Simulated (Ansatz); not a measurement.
Consider the following.

```yaml
crystal:
  lattice:
    - [0.00000, 5.60416, 5.60416]
    - [5.60416, 0.00000, 5.60416]
    - [5.60416, 5.60416, 0.00000]
  atoms:
    - { symbol: Cs, position: [0.25000, 0.25000, 0.25000] }
    - { symbol: Cs, position: [0.75000, 0.75000, 0.75000] }
    - { symbol: Ag, position: [0.50000, 0.50000, 0.50000] }
    - { symbol: Bi, position: [0.00000, 0.00000, 0.00000] }
    - { symbol: Br, position: [0.74660, 0.25340, 0.25340] }
    - { symbol: Br, position: [0.25340, 0.74660, 0.74660] }
    - { symbol: Br, position: [0.25340, 0.74660, 0.25340] }
    - { symbol: Br, position: [0.74660, 0.25340, 0.74660] }
    - { symbol: Br, position: [0.25340, 0.25340, 0.74660] }
    - { symbol: Br, position: [0.74660, 0.74660, 0.25340] }
```

No spin polarisation.

Calculations: PBE (Ansatz, a quantum-chemistry and plane-wave program, PAW, scalar-relativistic without spin-orbit coupling), earlier PAW set. k-mesh 5×5×5 (Γ-centred); smearing 0.05 eV (Fermi–Dirac).

Q: What hole mass does the calculation give?

A: 0.18 mₑ along k, 0.71 mₑ across (at X).

Q: What smallest direct gap does the calculation give?

A: 2.31 eV.

Q: Estimate the band gap.

A: 1.21 eV.

With Bi present, leaving out spin-orbit coupling can change the band edges. Load acts through the strain it causes; cell and atoms are relaxed under it. Effective masses come from finite differences of ±0.01 Å⁻¹. Along k means along the line from Γ to the band edge. No phonon test of stability was made. The cell was made from Cs₂AgBiBr₆ (space group Fm-3m, No. 225) by this change: pressure 1.8 GPa.
